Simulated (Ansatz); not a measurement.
Take Os in the hcp (Mg type) structure (space group P6_3/mmc, No. 194; a = 2.7290 Å, c = 4.3091 Å; relaxed with 0.1 eV smearing) as the base. Axes: x lies along a and z along c of the hexagonal cell.

Structures relaxed with PBEsol (Ansatz, a quantum-chemistry and plane-wave program), no SOC.

Base:

Simulated powder pattern, Cu Kα1, λ = 1.54056 Å (kinematic, ideal powder, no thermal factors, no anomalous dispersion; the 10 strongest lines at most, above 2 %, up to 2θ = 90°):

| 2θ (°) | I/Imax (%) | hkl |
|---|---|---|
| 38.04 | 24 | (100) |
| 41.90 | 25 | (002) |
| 43.64 | 100 | (101) |
| 57.86 | 15 | (102) |
| 68.74 | 18 | (110) |
| 77.74 | 19 | (103) |
| 81.36 | 2.9 | (200) |
| 83.86 | 22 | (112) |
| 85.05 | 16 | (201) |

Now apply this change: the cell is stretched by 2.00 % along z with no lateral relaxation, atoms relaxed at fixed cell.

After the change:

Simulated powder pattern, Cu Kα1, λ = 1.54056 Å (kinematic, ideal powder, no thermal factors, no anomalous dispersion; the 10 strongest lines at most, above 2 %, up to 2θ = 90°):

```csv
2θ (°),d (Å),I/Imax (%),hkl
38.04,2.363,24,(100)
41.04,2.198,26,(002)
43.44,2.082,100,(101)
57.19,1.609,15,(102)
68.74,1.365,18,(110)
76.43,1.245,20,(103)
81.36,1.182,2.8,(200)
83.28,1.159,22,(112)
84.91,1.141,16,(201)
89.02,1.099,3.2,(004)
```

The indices refer to the base's conventional cell; one index is shown for lines that coincide.

The cells carry an imposed strain or load. Whether these cells are dynamically stable was not tested. The final runs are not spin-polarised.
